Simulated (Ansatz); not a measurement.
**W on the 1x1 (110) surface of bcc Mo, one in a 2x2 cell, started at the site 'hollow Mo-Mo-Mo'**

The numbers are results of PBE (plane waves to 420 eV, PAW; Ansatz, a program for electronic structure), not measurements.

Set-up: 17 atoms, 6.5 Å thick at the start under the adsorbate (thin: gaps and levels are the slab's own); mesh 6x6x1; 0.1 eV smearing; dipole correction on; 8 atoms held, the rest relaxed; start symmetry kept, larger cells not searched; spin-polarised, no spin-orbit, no U, no dispersion correction. The starting moment vanished. At the end it is bonded to 4 Mo. In PBE it is, or lies within 0.03 eV of, the lowest of the starts that converged.

| Property | Result |
|---|---|
| adsorption energy against an atom of bcc W | 1.74 eV |
| work function of the top face | 3.48 eV |
| change of the work function | -1.11 eV |
| change of the step from the bottom to the top vacuum level, against the clean slab | -1.07 eV |
| energy released by relaxation | 3.73 eV |
| height of the binding atom over the mean of the host atoms within 0.3 Å of the top one | 1.752 Å |
| magnetic moment of the cell | 0.00 μB |
| nearest host atoms of the binding atom | Mo at 2.42 Å, Mo at 2.42 Å, Mo at 2.77 Å |
| largest move of a host atom | 0.14 Å |
| note | in the relaxation the adsorbate left its starting site by 0.6 Å |
| cost | around 60 core-minutes (rough) |

A negative adsorption energy means that the adsorbate is more stable on the surface than in its reference.
